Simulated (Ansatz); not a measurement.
Take TiSi2 (space group Fddd, No. 70; a = 4.779 Å, b = 8.230 Å, c = 8.521 Å) as the base. Axes: x, y, z lie along a, b, c of the conventional cell.

Method: plane-wave PAW DFT at the r2SCAN level (Ansatz, a program for electronic structure, 500 eV), scalar-relativistic without spin-orbit coupling.

Base values:

| Quantity | Value |
|---|---|
| Shortest interatomic distance | 2.519 Å |

Modification: tensor shear ε_xz = +1.26 % (engineering shear γ = 0.0252), atoms relaxed at fixed cell.

Question: Predict the new energy relative to the base.

Answer: The energy rises by 3.1 meV/atom.

Question: Estimate the effect on the shortest interatomic distance.

Answer: The shortest interatomic distance drops by 0.014 Å (2.519 Å → 2.505 Å).

Without a gap, meshes like the base's 13×13×13 leave anisotropic stresses uncertain by several tenths of a GPa, and small strain energies with them. The cells carry an imposed strain or load. Whether these cells are dynamically stable was not tested. All final runs are without spin polarisation.
